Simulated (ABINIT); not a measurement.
Worked example: self-consistent single point of Ti3O4 (Cmmm, 7 atoms in the cell) in ABINIT.

Level of theory: LDA (PW92), PAW (JTH v2.0 LDA PAW) (plane waves; ABINIT 10.0.3).

```yaml
crystal:
  lattice:
    - [2.98273, -4.15871, 0.00000]
    - [2.98273, 4.15871, 0.00000]
    - [0.00000, 0.00000, 3.07867]
  atoms:
    - { symbol: Ti, position: [0.00000, 0.00000, 0.50000] }
    - { symbol: Ti, position: [0.50000, 0.00000, 0.00000] }
    - { symbol: Ti, position: [0.00000, 0.50000, 0.00000] }
    - { symbol: O, position: [0.76500, 0.76500, 0.00000] }
    - { symbol: O, position: [0.23500, 0.23500, 0.00000] }
    - { symbol: O, position: [0.25713, 0.74287, 0.50000] }
    - { symbol: O, position: [0.74287, 0.25713, 0.50000] }
```

Reference input (self-consistent single point, DFT, PBEsol, plane waves, PAW (JTH v2.0 PBE PAW, files made for PBE)): pseudos = [Ti.GGA_PBE-JTH.xml, O.GGA_PBE-JTH.xml]; ecut = 30 Ha; pawecutdg = 60 Ha; pawxcdev = 0; ixc = -116133; occopt = 3; tsmear = 0.1 eV; ngkpt = 5 5 8; nshiftk = 1; shiftk = 0 0 0; potentials = JTH v2.0 PBE PAW; nband = 39. This run's input differs from it in these lines:

```diff
@@ -1,4 +1,4 @@
-# Ti3O4, JTH v2.0 PBE PAW
+# Ti3O4, JTH v2.0 LDA PAW
 pp_dirpath "./"
-pseudos "Ti.GGA_PBE-JTH.xml, O.GGA_PBE-JTH.xml"
+pseudos "Ti.LDA_PW-JTH.xml, O.LDA_PW-JTH.xml"
 acell 5.1177711602 5.1177711602 3.0786730000 Angstrom
@@ -23,3 +23,2 @@
 pawxcdev 0
-ixc -116133
 occopt 3
```

Its files differ too (potentials: JTH v2.0 PBE PAW → JTH v2.0 LDA PAW).

The program printed (abridged):

```
--- !BeginCycle
solver: {iscf: 17, nstep: 100, nline: 4, wfoptalg: 10, }
tolerances: {toldfe: 1.00E-09, }
...

     iter   Etot(hartree)      deltaE(h)  residm     nres2
 ETOT  1  -237.56708971613    -2.376E+02 6.153E+00 2.356E+01
 ETOT  2  -241.34900789704    -3.782E+00 3.351E-01 8.970E+01
 ETOT  3  -241.48697488568    -1.380E-01 1.396E-01 1.709E+02
 ETOT  4  -241.20826961405     2.787E-01 7.229E-02 1.045E+01
 ETOT  5  -241.20542879017     2.841E-03 1.008E-01 9.427E+00
   [... 8 lines left out ...]
 ETOT 14  -241.19903100495    -9.925E-09 8.468E-04 3.923E-06
 ETOT 15  -241.19903100225     2.702E-09 1.133E-03 1.267E-07
 ETOT 16  -241.19903100247    -2.171E-10 5.296E-04 2.092E-08
 ETOT 17  -241.19903100248    -1.199E-11 7.331E-04 8.619E-09
 At SCF step   17, etot is converged :
  for the second time, diff in etot=  1.199E-11 < toldfe=  1.000E-09

 Cartesian components of stress tensor (hartree/bohr^3)
  sigma(1 1)=  7.17011428E-04  sigma(3 2)=  0.00000000E+00
  sigma(2 2)=  8.33607969E-04  sigma(3 1)=  0.00000000E+00
  sigma(3 3)=  8.42772072E-04  sigma(2 1)=  0.00000000E+00

 ----iterations are completed or convergence reached----

 reduced coordinates (array xred) for    7 atoms
       0.000000000000      0.000000000000      0.499999997808
       0.500000000000      0.000000000000     -0.000000002192
       0.000000000000      0.500000000000     -0.000000002192
       0.764999998831      0.764999998831     -0.000000002192
       0.235000001169      0.235000001169     -0.000000002192
       0.257130001060      0.742869998940      0.499999997808
   [... lines left out ...]
 Fermi (or HOMO) energy (hartree) =   0.29394   Average Vxc (hartree)=  -0.42946
   [... lines left out ...]
'-kT*entropy'       : -4.23824909941926E-03
total_energy        : -2.41199022748530E+02
total_energy_eV     : -6.56335919466713E+03
...

-Cartesian components of stress tensor (GPa)         [Pressure= -2.3472E+01 GPa]
- sigma(1 1)=  2.10952010E+01  sigma(3 2)=  0.00000000E+00
- sigma(2 2)=  2.45255890E+01  sigma(3 1)=  0.00000000E+00
- sigma(3 3)=  2.47952062E+01  sigma(2 1)=  0.00000000E+00

 Calculation completed.
```

The run converged in 17 iterations. Against the reference run the pressure goes from -17.34 to -23.47 GPa and the largest force goes from 0.571 to 0.813 eV/Å.

The starting cell comes from a database of computed structures (which also holds hypothetical and non-ambient phases and stackings), without a prior relaxation at this level. Its lattice was rescaled by a random factor within 2.5 % of one. Spin polarisation is off, so a magnetic state, if there is one, cannot be reached. With a pressure of about -23 GPa the cell is away from its equilibrium volume at this level.

Cost on one core of a shared machine: roughly 5 min.
